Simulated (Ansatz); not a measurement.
An ideal cubic perovskite cell is held by its symmetry; such compounds can tilt or shift off centre at room temperature. The starting structures come from a database of crystals and need not be the phases stable at ambient conditions.

Tunnelling through a barrier is set by its complex band structure: the current falls as exp(−2κd) with the smallest κ.

Here is the system:

```yaml
crystal:
  lattice:
    - [3.94864, 0.00000, 0.00000]
    - [0.00000, 3.94864, 0.00000]
    - [0.00000, 0.00000, 3.94864]
  atoms:
    - { symbol: Li, position: [0.50000, 0.00000, 0.00000] }
    - { symbol: Li, position: [0.00000, 0.50000, 0.00000] }
    - { symbol: Li, position: [0.00000, 0.00000, 0.50000] }
    - { symbol: Br, position: [0.50000, 0.50000, 0.50000] }
    - { symbol: O, position: [0.00000, 0.00000, 0.00000] }
```

Space group of this cell: Pm-3m, anti-perovskite. The cell is taken as given.

Transport runs along the normal of the first two printed cell vectors, the (001) plane of the conventional cell.

The gap is the functional's own. No spin-orbit coupling. Mid-gap values are interpolated on the energy grid.

**Question.** Estimate the band gap and the smallest decay constant κ at mid-gap that PBEsol run with Ansatz (a first-principles code) returns for this system.

**Answer.** Gap 4.31 eV on a 8×8×8 mesh; κ = 0.292 1/Å, at (0.500, 0.500) of the in-plane reciprocal vectors. At the zone centre, at the nearest computed energy, the slowest state has κ = 0.34 1/Å.
